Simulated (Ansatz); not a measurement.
Take ZnS in the wurtzite structure (space group P6_3mc, No. 186; a = 3.8070 Å, c = 6.2462 Å) as the base. Axes: x lies along a and z along c of the hexagonal cell.

One thing is altered: uniaxial stress, 2 GPa compression along z; all other stress components relax to zero.

Level of theory: r2SCAN (Ansatz, a quantum-chemistry and plane-wave program), spin-orbit coupling left out, earlier PAW set.

Base, band edges from the VBM (valence, conduction): K -2.15, 4.54; H -1.40, 4.98; M -0.91, 4.04; L -1.66, 3.95; A -0.48, 4.09; Γ 0.00, 2.77 eV.

Problem. Give the band edges at the high-symmetry points of the new zone, measured from its valence-band maximum.

Solution. 
```csv
point,valence edge (eV),conduction edge (eV)
Γ,0.00,2.85
M,-0.92,3.95
K,-2.13,4.63
A,-0.51,4.04
L,-1.60,4.02
H,-1.31,5.11
```

The gap is 2.85 eV, direct at Γ.

Load acts through the strain it causes; cell and atoms are relaxed under it. Beyond what the load breaks, stability against distortions was not tested.
